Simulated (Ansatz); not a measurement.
# A computed series for SiC: response to strain

Take SiC (space group P6_3mc, No. 186; a = 3.094 Å, c = 10.129 Å) as the base.

Strains are applied to the cell and any free atomic positions relax.

Level of theory: PBE/PAW in Ansatz (a quantum-chemistry and plane-wave program), no spin-orbit coupling.

Notes on the quantities. energy relative to the base: free energy F.

```json
[
 {"isotropic strain (%)": "-3", "energy relative to the base (meV/atom)": "61.8"},
 {"isotropic strain (%)": "-2.25", "energy relative to the base (meV/atom)": "?"},
 {"isotropic strain (%)": "-1.5", "energy relative to the base (meV/atom)": "14.8"},
 {"isotropic strain (%)": "-0.75", "energy relative to the base (meV/atom)": "3.6"},
 {"isotropic strain (%)": "0", "energy relative to the base (meV/atom)": "0.0"}
]
```

Task: Fit ΔE = Aε² + Bε³ (ε in %) to the rows shown and predict the withheld row.

Result: Least squares on the printed values gives A = 6.28 and B = -0.19 meV/atom (largest residual 0.0 meV/atom); this predicts 34.0 meV/atom, and the run gives 34.0 meV/atom, in agreement.

Whether these cells are dynamically stable was not tested.
